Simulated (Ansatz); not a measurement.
Cells marked so need not be the phases stable at ambient conditions, and some may be hypothetical.

The gap is the functional's own. No spin-orbit coupling. Mid-gap values are interpolated on the energy grid.

A. AlTlF4 (I4/mcm, not sure to be the ambient phase, 12 atoms a cell, 14.7 Å³ an atom, -3 GPa at this level), along the normal of (110)
B. AgRhO$_{2}$ (R-3m, not sure to be the ambient phase, 4 atoms a cell, 13.3 Å³ an atom, -10 GPa at this level), along the normal of (100)
C. SbIrS (P2_13, not sure to be the ambient phase, 12 atoms a cell, 18.7 Å³ an atom, -3 GPa at this level), along the normal of (110)

Question: Put the candidates in order of mid-gap decay constant of the slowest evanescent state, highest first, for Ansatz (a first-principles code) with PBEsol.

Answer: A (0.33 1/Å), C (0.20 1/Å), B (0.12 1/Å)
